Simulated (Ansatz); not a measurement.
# CdSe, response to strain

The parent structure is CdSe in the wurtzite structure (space group P6_3mc, No. 186).

```yaml
crystal:
  lattice:
    - [4.38279, 0.00000, 0.00000]
    - [-2.19140, 3.79561, 0.00000]
    - [0.00000, 0.00000, 7.15437]
  atoms:
    - { symbol: Cd, position: [0.33333, 0.66667, 0.00013] }
    - { symbol: Cd, position: [0.66667, 0.33333, 0.50013] }
    - { symbol: Se, position: [0.33333, 0.66667, 0.37587] }
    - { symbol: Se, position: [0.66667, 0.33333, 0.87587] }
```

Cartesian axes are those of the cell as printed.

Strains are applied to the cell and any free atomic positions relax; under biaxial strain the out-of-plane vector relaxes too.

Computed with PBE, PAW, 420 eV (Ansatz, a program for electronic structure; no spin-orbit coupling).

Notes on the quantities. pressure: mean of the normal stresses, compression positive.

| variant | out-of-plane strain | band gap | pressure |
|---|---|---|---|
| base | – | 0.54 eV | 0.00 GPa |
| biaxial strain −3.00 %, plane normal [001], relaxed out of plane | +2.54 % | 0.49 eV | 1.63 GPa |
| biaxial strain −2.40 %, plane normal [001], relaxed out of plane | +2.03 % | 0.51 eV | 1.29 GPa |
| biaxial strain −1.80 %, plane normal [001], relaxed out of plane | +1.52 % | 0.52 eV | 0.96 GPa |
| biaxial strain −1.20 %, plane normal [001], relaxed out of plane | +1.02 % | 0.53 eV | 0.63 GPa |
| biaxial strain −0.60 %, plane normal [001], relaxed out of plane | +0.51 % | 0.54 eV | 0.31 GPa |

Whether these cells are dynamically stable was not tested.
